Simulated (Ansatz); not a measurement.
System: CdSiN2 (model structure, started from the AgBiO2 type, R-3m, No. 166, 4 atoms in the cell). Method: PBEsol (Ansatz, a program for electronic structure, PAW).

Numerical settings: plane-wave cutoff 520 eV, 18×18×18 k mesh, Fermi–Dirac smearing 0.05 eV, scalar-relativistic PAW data made under PBE.

Cell (relaxed at this level):

```yaml
crystal:
  lattice:
    - [1.45221, 0.83843, 5.96280]
    - [-1.45221, 0.83843, 5.96280]
    - [0.00000, -1.67686, 5.96280]
  atoms:
    - { symbol: Cd, position: [0.50000, 0.50000, 0.50000] }
    - { symbol: Si, position: [0.00000, 0.00000, 0.00000] }
    - { symbol: N, position: [0.61441, 0.61441, 0.61441] }
    - { symbol: N, position: [0.38559, 0.38559, 0.38559] }
```

Task: Estimate the bulk modulus that the calculation returns.

Result: 
bulk modulus: 188 GPa

The run finds no gap.

Note: the bulk modulus is −V dP/dV from two relaxed cells at ±2 % in volume; the relaxation could raise the start's symmetry but not lower it, so the cell can be a saddle point.

It cost about 11 core-minutes (a rough figure) of CPU time.

A model structure was made by putting elements into a prototype or built by hand; it is no filed structure, need not be a known phase, and can be a saddle point held by its symmetry.
